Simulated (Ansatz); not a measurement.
## What pressure 7 GPa does to AlN

The parent structure is AlN in the wurtzite structure (space group P6_3mc, No. 186; a = 3.1303 Å, c = 5.0181 Å).

Modification: a hydrostatic pressure of 7 GPa.

Method: Kohn–Sham DFT with the PBE functional, run in Ansatz (a first-principles code) with PAW and 420 eV plane waves, no spin-orbit coupling. Γ-centred 12×12×7 mesh, Fermi–Dirac width 0.05 eV.

The volume per atom decreases by 0.36 Å³, from 10.65 Å³ to 10.29 Å³ and the c/a ratio decreases by 0.004 (1.603 → 1.599). The shortest interatomic distance falls by 0.0214 Å, from 1.903 Å to 1.881 Å and the band gap goes up by 0.283 eV, from 4.03 eV to 4.32 eV. The gap character is still direct at Γ and the mean gap deformation potential ΔEg/Δln V is -8.3 eV. The width of the top valence band increases by 0.07 eV (2.34 eV → 2.41 eV) and the valence-band top at Γ (three highest levels, from the VBM) changes from 0.00, -0.20, -0.20 eV to 0.00, -0.24, -0.24 eV.

Final structure:

```yaml
crystal:
  lattice:
    - [3.09733, 0.00000, 0.00000]
    - [-1.54867, 2.68237, 0.00000]
    - [0.00000, 0.00000, 4.95391]
  atoms:
    - { symbol: Al, position: [0.66667, 0.33333, 0.00370] }
    - { symbol: Al, position: [0.33333, 0.66667, 0.50370] }
    - { symbol: N, position: [0.66667, 0.33333, 0.62150] }
    - { symbol: N, position: [0.33333, 0.66667, 0.12150] }
```

Cost of the whole job for the changed cell (relaxation, final SCF and bands): around 60 core-seconds (rough).

Load acts through the strain it causes; cell and atoms are relaxed under it. No phonon test of stability was made. Tetrahedral semiconductors of this kind turn to denser phases somewhere between about 1 and 50 GPa; those were not computed, so compressed cells here can lie past the real transition.
